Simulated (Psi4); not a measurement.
Psi4 1.11, PBE0/def2-tzvp: tert-butyl chloride (CC(C)(C)Cl), 14 atoms. The geometry is a generated start, not checked to be a minimum at this level.

| Property | Value |
|---|---|
| task | energy |
| method | pbe0 |
| basis | def2-tzvp |
| memory | 3 GB |
| scf_type | df (default) |
| guess | auto, which took SAD (default) |
| diis_max_vecs | 10 (default) |
| scf_initial_accelerator | adiis (default) |
| e_convergence | 1e-06 (default) |
| d_convergence | 1e-06 (default) |
| dft_radial_points | 75 (default) |
| dft_spherical_points | 302 (default) |
| basis functions | 215 |
| grid points | 296237 |

Machine: one whole node, AMD EPYC (Zen 5), 96 cores on 1 socket, no SMT, 12 L3 cache groups.

Wall times, medians of two to five repeats, each run alone on the node (launch to exit). Processes are pinned to neighbouring cores unless said otherwise. The build: conda-forge: OpenMP (LLVM), MKL, Libint2; another build can shift the numbers. Scratch files lie in a memory file system.

Started as
```bash
OMP_NUM_THREADS=32 psi4 -n 32 -o stdout input.dat
```
(32 threads) it takes 3.7 s and 8 SCF iterations.

Task: Predict the time once the run is changed to 32 threads, spread over cache groups.

Result: About 4.0 s (3 runs within 2 %): 1.1× as long. The largest move is in exchange-correlation on the grid (Form V): 1.8 s to 2.1 s. Launch, exit and the like take 1.1 s of the 3.7 s. Change in the result: energy equal as printed.
